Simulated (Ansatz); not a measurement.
Take TiO₂ in the anatase structure (space group I4_1/amd, No. 141; a = 3.799 Å, c = 9.701 Å) as the base. Axes: x, y, z lie along a, b, c of the conventional cell.

Computed with PBE (Ansatz, a first-principles code, PAW, spin-orbit coupling left out).

Modification: every lattice vector is shortened by 1.80 %, atoms relaxed at fixed cell.

### Question
Predict the stress tensor and what it implies for the stiffness.

### Answer
Stress of the strained cell less that of the base (GPa, compression positive):
```
  12.68    0.00    0.00
   0.00   12.68    0.00
   0.00    0.00    9.40
```

Then B = −ΔP/(ΔV/V₀) with ΔV/V₀ = -0.0530 gives secant stiffness values (nonlinear terms included at this strain): B (at held cell shape, above the free-shape value) ≈ 219 GPa.

As a check, the harmonic strain energy −½ V₀ Δσ:ε is 23 meV/atom; the computed energy rise is 21 meV/atom.

No phonon test of stability was made. The final runs are not spin-polarised.
